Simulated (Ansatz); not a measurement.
Functionals compared on the (101) surface of tetragonal WSi2 in its 1x1 cell (cut with top plane Si, bottom plane Si), outermost plane spacing 1.00 Å in the ideal cut, in Ansatz (plane waves, PAW). The structure was relaxed with PBE; the other rows are single points on it, each with its references at the same level. Cutoff 420 eV (500 eV for r2SCAN).

Slab: 12 atoms, Si8W4, 11.0 Å thick at the start; k 12x9x1, smearing 0.1 eV, dipole-corrected; all atoms relaxed; held to the part of the start's symmetry that mesh and held atoms allow; no spin, no spin-orbit, no U. These notes are the PBE run's.

```json
[
 {"functional": "PBE", "surface energy (J/m²)": "2.11", "work function of the top face (eV)": "5.01", "rough cost of the single point": "–"},
 {"functional": "LDA", "surface energy (J/m²)": "2.49", "work function of the top face (eV)": "5.21", "rough cost of the single point": "around 80 core-seconds (rough)"},
 {"functional": "PBEsol", "surface energy (J/m²)": "2.42", "work function of the top face (eV)": "5.07", "rough cost of the single point": "around 80 core-seconds (rough)"},
 {"functional": "RPBE", "surface energy (J/m²)": "1.96", "work function of the top face (eV)": "4.93", "rough cost of the single point": "around 90 core-seconds (rough)"},
 {"functional": "r2SCAN", "surface energy (J/m²)": "2.28", "work function of the top face (eV)": "5.12", "rough cost of the single point": "about 2.5 core-minutes (a rough figure)"}
]
```

Ansatz is a program for electronic structure.
